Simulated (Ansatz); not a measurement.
Start from Ag in the fcc (Cu type) structure (space group Fm-3m, No. 225; relaxed with 0.1 eV smearing).

```
Ag
1.0
    0.00000     2.02691     2.02691
    2.02691     0.00000     2.02691
    2.02691     2.02691     0.00000
Ag
1
Direct
  0.00000   0.00000   0.00000
```

Cartesian axes are those of the cell as printed.

Method: PBEsol (Ansatz, a first-principles code, PAW, no spin-orbit coupling).

Strains are applied to the cell and any free atomic positions relax.

One change was made to it. Results:

```json
[
 {"quantity": "energy relative to the base (free energy F)", "base": "0 meV/atom", "after": "+0.4 meV/atom"},
 {"quantity": "pressure (mean of the normal stresses, compression positive)", "base": "0.0 GPa", "after": "0.0 GPa"}
]
```

**Question.** Name the change that was made.
A. tensor shear ε_xy = +1.71 %
B. tensor shear ε_xy = +0.57 %
C. tensor shear ε_xy = +2.00 %
D. tensor shear ε_xy = +1.43 %

**Answer.** B, tensor shear ε_xy = +0.57 %. For comparison, the energy relative to the base in the other runs: tensor shear ε_xy = +2.00 % gives +4.6 meV/atom; tensor shear ε_xy = +1.43 % gives +2.4 meV/atom; tensor shear ε_xy = +1.71 % gives +3.4 meV/atom.

Whether these cells are dynamically stable was not tested.
